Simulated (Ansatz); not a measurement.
LaBi (Fm-3m), PBEsol, DFPT electron-phonon coupling, linearised Boltzmann equation (Ansatz, an electronic-structure program): phonon-limited resistivity 41.9 μΩ·cm at 300 K, 55.9 μΩ·cm at 400 K.

**Question.** What temperature coefficient of resistance follows, and how does it compare with 1/T?

**Answer.** (ρ₄₀₀ − ρ₃₀₀)/(100 K × ρ₃₀₀) = 3.34×10⁻³ K⁻¹, against 1/T = 3.33×10⁻³ K⁻¹ for a resistivity proportional to T. Impurities would add a constant and lower it.

**Question.** What is the classical skin depth at 10 GHz (nonmagnetic, μ₀ = 1.257×10⁻⁶ H/m)?

**Answer.** δ = √(ρ/(π f μ₀)) = 3260 nm.

**Question.** Estimate the electronic thermal conductivity at 300 K by the Wiedemann-Franz law (L₀ = 2.44×10⁻⁸ W·Ω/K²).

**Answer.** L₀T/ρ = 2.44×10⁻⁸ × 300/(41.9×10⁻⁸) = 17.5 W/(m·K). Inelastic scattering puts the true Lorenz number somewhat under L₀ near and below the Debye temperature.

A metal at this level (no band gap). Only scattering by harmonic phonons is included (no impurities, grain boundaries, electron-electron scattering or thermal expansion). Spin-orbit coupling is left out, which matters with elements this heavy. Few carriers conduct, so the values hang on small band overlaps. The run warned that the eigensolver left some states short of its tolerance. Halving the electron mesh (24x24x24) moves the resistivity by up to 12 % at 300 K. Smearing 0.20 eV; phonons on a 4x4x4 q mesh, which this run doesn't test.

Formula and space group known from diffraction (Crystallography Open Database), not checked to be the room-temperature form: LaBi (Fm-3m).
